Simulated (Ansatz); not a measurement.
# Response to strain in AlPt

Take AlPt (space group P2_13, No. 198; a = 4.868 Å; a cell from a computed database, its experimental status unchecked) as the base. Axes: x, y, z lie along the cube axes.

Strains are applied to the cell and any free atomic positions relax; under biaxial strain the out-of-plane vector relaxes too.

Calculations: PBEsol (Ansatz, a quantum-chemistry and plane-wave program), scalar-relativistic without spin-orbit coupling.

Notes on the quantities. pressure: mean of the normal stresses, compression positive; energy relative to the base: free energy F.

| change | pressure | energy relative to the base | volume per atom | space group |
|---|---|---|---|---|
| base | 0.0 GPa | 0 meV/atom | 14.42 Å³ | P2_13 (No. 198) |
| biaxial strain +2.10 %, plane normal [001], relaxed out of plane | -4.2 GPa | +12 meV/atom | 14.76 Å³ | P2_12_12_1 (No. 19) |
| biaxial strain −0.26 %, plane normal [110], relaxed out of plane | 0.5 GPa | +0.2 meV/atom | 14.38 Å³ | P2_1 (No. 4) |
| biaxial strain +0.52 %, plane normal [110], relaxed out of plane | -1.1 GPa | +0.8 meV/atom | 14.50 Å³ | P2_1 (No. 4) |
| biaxial strain +3.14 %, plane normal [111], relaxed out of plane | -5.6 GPa | +25 meV/atom | 14.90 Å³ | R3 (No. 146) |
| isotropic strain +3.43 % | -16.0 GPa | +85 meV/atom | 15.96 Å³ | P2_13 (No. 198) |
| isotropic strain +5.89 % | -22.9 GPa | +0.229 eV/atom | 17.12 Å³ | P2_13 (No. 198) |
| uniaxial strain ε_yy = +2.63 % | -4.8 GPa | +9.1 meV/atom | 14.80 Å³ | P2_12_12_1 (No. 19) |
| tensor shear ε_xy = +3.06 % | 0.6 GPa | +13 meV/atom | 14.41 Å³ | P2_1 (No. 4) |

Without a gap, meshes like the base's 10×10×10 leave anisotropic stresses uncertain by several tenths of a GPa, and small strain energies with them. No phonon test of stability was made. The final runs are not spin-polarised.
